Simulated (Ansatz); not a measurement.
A periodic model of amorphous Nb24P24:

```yaml
crystal:
  lattice:
    - [9.25357, 0.00000, 0.00000]
    - [0.00000, 9.25357, 0.00000]
    - [0.00000, 0.00000, 9.25357]
  atoms:
    - { symbol: Nb, position: [0.56654, 0.77455, 0.87024] }
    - { symbol: Nb, position: [0.15443, 0.23074, 0.45271] }
    - { symbol: Nb, position: [0.62349, 0.22203, 0.69370] }
    - { symbol: Nb, position: [0.66624, 0.78289, 0.19235] }
    - { symbol: Nb, position: [0.31673, 0.52545, 0.46348] }
    - { symbol: Nb, position: [0.17599, 0.70012, 0.15064] }
    - { symbol: Nb, position: [0.30940, 0.91363, 0.49726] }
    - { symbol: Nb, position: [0.44774, 0.06627, 0.90039] }
    - { symbol: Nb, position: [0.04007, 0.65078, 0.82708] }
    - { symbol: Nb, position: [0.62192, 0.17563, 0.16390] }
    - { symbol: Nb, position: [0.26830, 0.05276, 0.19653] }
    - { symbol: Nb, position: [0.58584, 0.71520, 0.54728] }
    - { symbol: Nb, position: [0.03395, 0.73644, 0.53595] }
    - { symbol: Nb, position: [0.17466, 0.94031, 0.79992] }
    - { symbol: Nb, position: [0.44223, 0.50483, 0.79818] }
    - { symbol: Nb, position: [0.47184, 0.20390, 0.44093] }
    - { symbol: Nb, position: [0.12594, 0.32122, 0.77198] }
    - { symbol: Nb, position: [0.62800, 0.47116, 0.29467] }
    - { symbol: Nb, position: [0.94094, 0.12787, 0.01299] }
    - { symbol: Nb, position: [0.78469, 0.97537, 0.44108] }
    - { symbol: Nb, position: [0.83748, 0.94221, 0.75819] }
    - { symbol: Nb, position: [0.84507, 0.45768, 0.57836] }
    - { symbol: Nb, position: [0.77522, 0.45241, 0.92980] }
    - { symbol: Nb, position: [0.11121, 0.36765, 0.15571] }
    - { symbol: P, position: [0.22550, 0.50300, 0.95654] }
    - { symbol: P, position: [0.34448, 0.85051, 0.01469] }
    - { symbol: P, position: [0.78631, 0.66278, 0.74123] }
    - { symbol: P, position: [0.36497, 0.33088, 0.24029] }
    - { symbol: P, position: [0.69594, 0.97846, 0.99471] }
    - { symbol: P, position: [0.55697, 0.57034, 0.04712] }
    - { symbol: P, position: [0.10141, 0.88089, 0.32382] }
    - { symbol: P, position: [0.02847, 0.02407, 0.58421] }
    - { symbol: P, position: [0.28270, 0.71128, 0.68161] }
    - { symbol: P, position: [0.56933, 0.95781, 0.65915] }
    - { symbol: P, position: [0.06070, 0.48175, 0.40781] }
    - { symbol: P, position: [0.84233, 0.34239, 0.16323] }
    - { symbol: P, position: [0.91314, 0.65360, 0.08227] }
    - { symbol: P, position: [0.87471, 0.23856, 0.77073] }
    - { symbol: P, position: [0.20584, 0.17550, 0.97060] }
    - { symbol: P, position: [0.80335, 0.68571, 0.39704] }
    - { symbol: P, position: [0.43173, 0.69356, 0.29887] }
    - { symbol: P, position: [0.32515, 0.15099, 0.66281] }
    - { symbol: P, position: [0.74265, 0.24333, 0.43007] }
    - { symbol: P, position: [0.99128, 0.86272, 0.98958] }
    - { symbol: P, position: [0.55711, 0.44117, 0.56366] }
    - { symbol: P, position: [0.51439, 0.97098, 0.31863] }
    - { symbol: P, position: [0.54354, 0.30653, 0.93935] }
    - { symbol: P, position: [0.99507, 0.09296, 0.27494] }
```

These are PBE, scalar-relativistic without spin-orbit coupling (plane waves to 420 eV, PAW; Ansatz, a program for electronic structure) values and carry that method's errors. Neutral PBE cell, which sets geometry, pressure and energy: sampling: a 2×2×2 Γ-centred mesh; Fermi-Dirac width 0.1 eV; no spin polarisation.

The cell was made by melting and quenching with the CHGNet potential and then relaxed with DFT. The hot cell started wider than the set density and was brought back towards it in steps. It is the lowest in DFT energy of 2 quenches. It is a model cell: composition and starting density were chosen by hand, and all elements were melted together. No dispersion term was used. Its density started from a set value of 6.77 and ended at 6.23 g/cm³. The simulated quench (nominally 180 K/ps over its main leg) is rapid and tends to freeze in more defects than a deposited or slowly cooled glass has. One small periodic cell is one sample of the glass; other quenches scatter about these values. The volume was free in the relaxation, at fixed shape.

Task: Give the pressure, the energy against reference phases and the spacing of the highest filled and lowest empty levels.

Result: 
- Pressure on a 2×2×2 Γ-centred mesh: 0.14 GPa
- Largest force and stress component on that mesh (the relaxation ran on one k-point at (1/4, 1/4, 1/4)): 0.29 eV/Å and 2.0 GPa
- Energy relative to NbP (I4_1md) (lowest mix at this level among the phases computed, not always the ambient ones): 43.0 kJ/mol of atoms
- Gap on a 2×2×2 Γ-centred mesh (PBE): within the smearing (under twice its width)

Cut-offs for bonds: Nb-Nb 3.82 Å, Nb-P 3.08 Å, P-P 2.57 Å.
